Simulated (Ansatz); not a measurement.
Abridged Ansatz (a quantum-chemistry and plane-wave program) output:

```
Relaxation: its limit of steps is 50 (relax.max_steps)
Pseudopotential: Al, paw, valence charge 3
Pseudopotential: N, paw, valence charge 5
Crystal: 4 atoms, lattice volume = 43.414 Å³
Basis set: ecut = 500 eV, 1091 PW (Γ), exchange–correlation on 96×96×160 points (64 copies of the dense FFT grid, shifted against one another)
Bands: 12, of which v1, the nominal top of the filled ones, is band 8 counted from 1 (7 counted from 0)
Symmetry: 1 space group operations
k-points: 506 of 1008 (time reversal used)
Functional: x = r2scan, c = r2scan; τ floored in thin density (d = 2e-4 eV/Å³)
SCF iter   1: F=—  HF=-1856.763305 eV  |F-HF|=—  |Δ(HF+E_count)|=         —  Δρ=6.56e-3  dr2=1.88e-2  dr2_τ=2.81e-1  ethr=1.77e-3  ⟨swp⟩=5.8  Hψ=40474  notcnv=0
SCF iter   2: F=—  HF=-1856.896523 eV  |F-HF|=—  |Δ(HF+E_count)|=   1.33e-1  Δρ=4.49e-3  dr2=3.91e-3  dr2_τ=3.31e-4  ethr=1.18e-4  ⟨swp⟩=2.6  Hψ=16612  notcnv=0
SCF 1 converged in 9 iterations: F = -1856.896147 eV  dr2 = 1.25e-11
relax step   1: F+E_penalty+E_count = -1856.89614658 eV  Δ(F+E_penalty+E_count) = +0.000e0 eV  max|allowed force component| = 2.304e-1 eV/Å  Δτ_max = 0.0000 Å  (9 SCF iters, accepted)
Crystal: 4 atoms, lattice volume = 43.414 Å³
SCF iter   1: F=—  HF=-1856.898069 eV  |F-HF|=—  |Δ(HF+E_count)|=         —  Δρ=7.44e-4  dr2=3.02e-4  dr2_τ=1.34e-3  ethr=1.76e-6  ⟨swp⟩=1.4  Hψ=25947  notcnv=0
SCF iter   2: F=—  HF=-1856.897933 eV  |F-HF|=—  |Δ(HF+E_count)|=   1.36e-4  Δρ=3.15e-4  dr2=3.69e-5  dr2_τ=1.60e-6  ethr=1.76e-6  ⟨swp⟩=2.1  Hψ=9864  notcnv=0
SCF 2 converged in 7 iterations: F = -1856.897928 eV  dr2 = 1.30e-10
relax step   2: F+E_penalty+E_count = -1856.89792775 eV  Δ(F+E_penalty+E_count) = -1.781e-3 eV  max|allowed force component| = 1.538e-1 eV/Å  Δτ_max = 0.0060 Å  (7 SCF iters, accepted)
Crystal: 4 atoms, lattice volume = 43.414 Å³
SCF iter   1: F=—  HF=-1856.899836 eV  |F-HF|=—  |Δ(HF+E_count)|=         —  Δρ=1.13e-3  dr2=6.18e-4  dr2_τ=1.90e-3  ethr=3.77e-5  ⟨swp⟩=2.7  Hψ=20684  notcnv=0
SCF iter   2: F=—  HF=-1856.899622 eV  |F-HF|=—  |Δ(HF+E_count)|=   2.13e-4  Δρ=4.17e-4  dr2=6.56e-5  dr2_τ=2.71e-6  ethr=3.86e-6  ⟨swp⟩=2.0  Hψ=13140  notcnv=0
SCF 3 converged in 7 iterations: F = -1856.899613 eV  dr2 = 1.99e-10
relax step   3: F+E_penalty+E_count = -1856.89961278 eV  Δ(F+E_penalty+E_count) = -1.685e-3 eV  max|allowed force component| = 1.171e-2 eV/Å  Δτ_max = 0.0075 Å  (7 SCF iters, accepted)
Crystal: 4 atoms, lattice volume = 43.414 Å³
[...]
Crystal: 4 atoms, lattice volume = 43.414 Å³
SCF iter   1: F=—  HF=-1856.899617 eV  |F-HF|=—  |Δ(HF+E_count)|=         —  Δρ=2.07e-7  dr2=8.54e-12  dr2_τ=7.95e-13  ethr=1.00e-12  ⟨swp⟩=2.3  Hψ=40647  notcnv=0
SCF iter   2: F=-1856.899617 eV  HF=-1856.899617 eV  |F-HF|=1.59e-12  |Δ(HF+E_count)|=  4.55e-12  Δρ=1.02e-7  dr2=1.95e-12  dr2_τ=1.89e-13  ethr=1.00e-12  ⟨swp⟩=3.0  Hψ=15181  notcnv=0
SCF 5 converged in 2 iterations: F = -1856.899617 eV  dr2 = 1.95e-12
SCF converged after 2 iterations
Free energy (F): -1856.899617 eV
Internal energy: -1856.899617 eV  (E = F + TS)
E sigma→0 (E₀):  -1856.899617 eV
Fermi energy:    8.815801 eV
--- Forces (eV/Å), atoms counted from 1 ---
  atom   1  Al    -0.00023354    -0.00000035     0.00202190
  atom   2  Al     0.00044952     0.00012991    -0.00142373
  atom   3  N      0.00008490    -0.00008076    -0.00028662
  atom   4  N     -0.00030021    -0.00004364    -0.00006479
--- Stress (GPa, compression-positive) ---
       -8.181752       1.982649      -3.053336
        1.982658     -11.380473       0.490406
       -3.053342       0.490402      -5.597349
  P = ⅓ Tr σ = -8.3865 GPa (-83.865 kbar)
--- Relaxed structure (4 steps of the walk, 4 accepted, 0 SCFs on fresh bases) ---
  atoms:
    - { symbol: Al, position: [0.33322368589894746, 0.6674027066261412, 0.9957872056093335] }
    - { symbol: Al, position: [0.6646634571245406, 0.3328472555863649, 0.49584348123677213] }
    - { symbol: N, position: [0.3379106677166458, 0.6689023154101005, 0.3789498335119876] }
    - { symbol: N, position: [0.6642021892598662, 0.330847722377393, 0.8790194796419073] }
```

Problem. What was computed, and what are the main results?

Solution. AlN, 4 atoms in the cell, with Ansatz r2SCAN, scalar-relativistic without spin-orbit coupling. The last SCF converged to F = -1856.899617 eV, or -464.2249 eV per atom, at a pressure of -8.39 GPa. The total energy compares only with runs of the same code, potentials and settings.

The cells carry an imposed strain or load. Stability against distortions was not tested. The cell was made from AlN in the wurtzite structure (space group P6_3mc, No. 186) by this change: strain tensor (xx, yy, zz, yz, xz, xy) = (+1.19, +2.48, +0.63, −0.17, +1.28, −0.79) %.

Keys are those of Ansatz 0.2.
